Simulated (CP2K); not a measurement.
A self-consistent single point of KBr (Fm-3m, 2 atoms in the cell) with CP2K

Computed with PBE, GPW, DZVP-MOLOPT-SR-GTH basis, GTH-PBE potentials (GTH_POTENTIALS) run with CP2K 2026.2.

Input as run:

```
&GLOBAL
  PROJECT kbr
  RUN_TYPE ENERGY_FORCE
  PRINT_LEVEL MEDIUM
&END GLOBAL
&FORCE_EVAL
  METHOD Quickstep
  STRESS_TENSOR ANALYTICAL
  &DFT
    BASIS_SET_FILE_NAME BASIS_MOLOPT
    POTENTIAL_FILE_NAME GTH_POTENTIALS
    &QS
      METHOD GPW
      EPS_DEFAULT 1E-10
    &END QS
    &MGRID
      CUTOFF 500
      REL_CUTOFF 50
      NGRIDS 5
    &END MGRID
    &SCF
      SCF_GUESS ATOMIC
      EPS_SCF 1E-7
      MAX_SCF 100
      ADDED_MOS 4
      &DIAGONALIZATION
        ALGORITHM STANDARD
      &END DIAGONALIZATION
      &MIXING
        METHOD BROYDEN_MIXING
        ALPHA 0.3
        NBUFFER 10
      &END MIXING
    &END SCF
    &KPOINTS
      SCHEME MONKHORST-PACK 5 5 5
    &END KPOINTS
    &XC
      &XC_FUNCTIONAL PBE
      &END XC_FUNCTIONAL
    &END XC
    &PRINT
      &MO
        EIGENVALUES T
        OCCUPATION_NUMBERS T
        NDIGITS 8
        FILENAME mo
        &EACH
          QS_SCF 0
        &END EACH
        ADD_LAST NUMERIC
      &END MO
      &MULLIKEN ON
      &END MULLIKEN
    &END PRINT
  &END DFT
  &SUBSYS
    &CELL
      A 4.65499000 0.00000000 0.00000000
      B 2.32749500 4.03134000 0.00000000
      C 2.32749500 1.34378000 3.80078300
      PERIODIC XYZ
    &END CELL
    &COORD
      K        0.00000000     0.00000000     0.00000000
      Br       4.65499000     2.68756000     1.90039150
    &END COORD
    &KIND K
      BASIS_SET DZVP-MOLOPT-SR-GTH-q9
      POTENTIAL GTH-PBE-q9
    &END KIND
    &KIND Br
      BASIS_SET DZVP-MOLOPT-SR-GTH-q7
      POTENTIAL GTH-PBE-q7
    &END KIND
  &END SUBSYS
  &PRINT
    &FORCES ON
    &END FORCES
    &STRESS_TENSOR ON
    &END STRESS_TENSOR
  &END PRINT
&END FORCE_EVAL
```

The program printed (abridged):

```
 GLOBAL| Method name                                                        CP2K
 GLOBAL| Project name                                                        kbr
 GLOBAL| Run type                                                   ENERGY_FORCE

 CELL| Volume [angstrom^3]:                                            71.324914
 CELL| Vector a [angstrom]:       4.655     0.000     0.000   |a| =     4.654990
 CELL| Vector b [angstrom]:       2.327     4.031     0.000   |b| =     4.654990
 CELL| Vector c [angstrom]:       2.327     1.344     3.801   |c| =     4.654990
 CELL| Angle (b,c), alpha [degree]:                                    59.999997
 CELL| Angle (a,c), beta  [degree]:                                    59.999998
 CELL| Angle (a,b), gamma [degree]:                                    60.000002
 CELL| Numerically orthorhombic:                                              NO
 CELL| Periodicity                                                           XYZ

 DFT| Spin restricted Kohn-Sham (RKS) calculation                            RKS
 DFT| Multiplicity                                                             1
 DFT| Number of spin states                                                    1
 DFT| Charge                                                                   0
 DFT| XC density smoothing                                                  NONE
 DFT| XC derivatives                                                          PW

 QS| Method:                                                                 GPW
 QS| Density plane wave grid type                        NON-SPHERICAL FULLSPACE
 QS| Number of grid levels:                                                    5
 QS| Density cutoff [a.u.]:                                                250.0
 QS| Multi grid cutoff [a.u.]: 1) grid level                               250.0
   [... lines left out ...]
 BRILLOUIN| Wavefunction type                                            COMPLEX
 BRILLOUIN| List of Kpoints [2 Pi/Bohr]                                       63
 BRILLOUIN| Number           Weight            X              Y              Z
 BRILLOUIN|     1           0.01600       -0.40000       -0.40000       -0.40000
 BRILLOUIN|     2           0.01600       -0.40000       -0.40000       -0.20000
 BRILLOUIN|     3           0.01600       -0.40000       -0.40000        0.00000
   [... 60 lines left out ...]
 *******************************************************************************

 Extrapolation method: initial_guess

 Re-scaling the density matrix to get the right number of electrons
                  # Electrons              Trace(P)               Scaling factor
                           16                16.000                        1.000

 Number of electrons:                                                         16
 Number of occupied orbitals:                                                  8
 Number of molecular orbitals:                                                12

 Number of orbital functions:                                                 27
 Number of independent orbital functions:                                     27
 SCF WAVEFUNCTION OPTIMIZATION

  Step     Update method      Time    Convergence         Total energy    Change
     1 NoMix/Diag. 0.30E+00      -     0.96780903       -41.8015645993 -4.18E+01
     2 Broy./Diag. 0.30E+00      -     0.05818727       -41.4940686616  3.07E-01
     3 Broy./Diag. 0.30E+00      -     0.07099650       -41.7075596386 -2.13E-01
     4 Broy./Diag. 0.30E+00      -     0.00654753       -41.8082727024 -1.01E-01
     5 Broy./Diag. 0.30E+00      -     0.00300716       -41.8017225627  6.55E-03
     6 Broy./Diag. 0.30E+00      -     0.00029240       -41.8064892593 -4.77E-03
     7 Broy./Diag. 0.30E+00      -     0.00011632       -41.8063598912  1.29E-04
     8 Broy./Diag. 0.30E+00      -     0.00002826       -41.8063499989  9.89E-06
     9 Broy./Diag. 0.30E+00      -     0.00000751       -41.8064106704 -6.07E-05
    10 Broy./Diag. 0.30E+00      -     0.00000137       -41.8064011059  9.56E-06
    11 Broy./Diag. 0.30E+00      -     0.00000003       -41.8063969556  4.15E-06
  *** SCF run converged in    11 steps ***

  Electronic density on regular grids:        -16.0000000003       -0.0000000003
  Core density on regular grids:               15.9999999984       -0.0000000016
  Total charge density on r-space grids:       -0.0000000019
  Total charge density g-space grids:          -0.0000000019

  Overlap energy of the core charge distribution:               0.00000000000000
  Self energy of the core charge distribution:                -84.76948492805039
  Core Hamiltonian energy:                                     19.75775528172083
  Hartree energy:                                              30.22340313196618
  Exchange-correlation energy:                                 -7.01807044122613

  Total energy:                                               -41.80639695558952

                     Mulliken Population Analysis

 #  Atom  Element  Kind  Atomic population                           Net charge
       1     K        1          8.369851                              0.630149
       2     Br       2          7.630149                             -0.630149
 # Total charge                             16.000000                  0.000000

 ENERGY| Total FORCE_EVAL ( QS ) energy [hartree]            -41.806396945351537

 FORCES| Atomic forces [hartree/bohr]
 FORCES|   Atom     x               y               z               |f|
 FORCES|      1 -3.57367234E-14 -2.62481036E-14 -3.37973710E-14   5.57524764E-14
 FORCES|      2  2.19917034E-14 -9.75833993E-15  5.66343302E-15   2.47170931E-14
 FORCES| Sum    -1.37450200E-14 -3.60064435E-14 -2.81339380E-14
 FORCES| Total atomic force                                       4.77169573E-14

 STRESS| Analytical stress tensor [bar]
 STRESS|                        x                   y                   z
 STRESS|      x        1.04542032030E+04  -6.39344419333E-03  -4.52079516959E-03
 STRESS|      y       -6.39344419333E-03   1.04541429737E+04   6.37762718546E-02
 STRESS|      z       -4.52079516959E-03   6.37762718546E-02   1.04541973224E+04
 STRESS| 1/3 Trace                                             1.04541811664E+04
```

The run converged in 11 iterations.

The starting cell comes from a database of computed structures (which also holds hypothetical and non-ambient phases and stackings), without a prior relaxation at this level. Its lattice was rescaled by a random factor within 2.5 % of one. Values carry the incompleteness of an atom-centred basis.
